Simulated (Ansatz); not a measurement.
Base system: Zn in the diamond structure (space group Fd-3m, No. 227; a = 5.655 Å; a hypothetical phase, not in the database extracts checked).

Calculations: PBEsol (Ansatz, a quantum-chemistry and plane-wave program; PAW; 420 eV plane waves; scalar-relativistic without spin-orbit coupling).

Base values:

The lattice parameter a comes out as 5.655 Å.

Modification: a hydrostatic pressure of 0.7 GPa.

Predict the new lattice parameter a.

The lattice parameter a drops by 0.0357 Å (5.655 Å → 5.620 Å).

Load acts through the strain it causes; cell and atoms are relaxed under it. Whether these cells are dynamically stable was not tested.
